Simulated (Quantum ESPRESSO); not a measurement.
**A series of runs on HfO₂ (Fm-3m, 3 atoms in the cell)**

```
CELL_PARAMETERS angstrom
      0.00000     2.54904     2.54904
      2.54904     0.00000     2.54904
      2.54904     2.54904     0.00000
ATOMIC_POSITIONS crystal
  Hf 0.00000 0.00000 0.00000
  O  0.75000 0.75000 0.75000
  O  0.25000 0.25000 0.25000
```

Base run A: PBE, GBRV 1.5 ultrasoft (PBE) pseudopotentials (Quantum ESPRESSO), self-consistent single point.

Its settings: ecutwfc = 40 Ry; ecutrho = 320 Ry; occupations = smearing; smearing = fermi-dirac; degauss = 0.0036749 Ry; potentials = {Hf: hf_pbe_v1.uspp.F.UPF, O: o_pbe_v1.2.uspp.F.UPF}; K_POINTS = automatic 9 9 9 0 0 0; conv_thr = 1e-10 Ry; mixing_beta = 0.4.

The starting cell comes from a database of computed structures (which also holds hypothetical and non-ambient phases and stackings), without a prior relaxation at this level. Its lattice was rescaled by a random factor within 2.5 % of one. Spin-orbit coupling is off. Another mesh or the band path of this cell gives a smaller gap, so this value is not converged in the mesh.

ΔF is the free energy per atom less that of run A. 

Run A gave: pressure (GPa) -2.49; gap on the mesh (eV) 3.905; iterations 12.

Runs:
- B: diagonalization: default → cg
- C: diagonalization: default → paro
- D: diagonalization: default → rmm-davidson
- E: diagonalization: default → rmm-paro
- F: diago_david_ndim: default → 3
- G: diago_david_ndim: default → 4
- H: diago_full_acc: default → true

Problem. Which runs reach the base run's state, and which is quickest in iterations?

Solution. Runs B, C, D, E, F, G, H ended on the same solution as A (within 1 meV/atom). The fewest iterations to that state were 10 (C); the most were 14.

| run | ΔF (meV/atom) | pressure (GPa) | gap on the mesh (eV) | iterations |
|---|---|---|---|---|
| A | 0.00 | -2.49 | 3.905 | 12 |
| B | 0.00 | -2.49 | 3.905 | 14 |
| C | 0.00 | -2.49 | 3.905 | 10 |
| D | 0.00 | -2.49 | 3.905 | 13 |
| E | 0.00 | -2.49 | 3.905 | 14 |
| F | 0.00 | -2.49 | 3.905 | 11 |
| G | 0.00 | -2.49 | 3.905 | 11 |
| H | 0.00 | -2.49 | 3.905 | 14 |
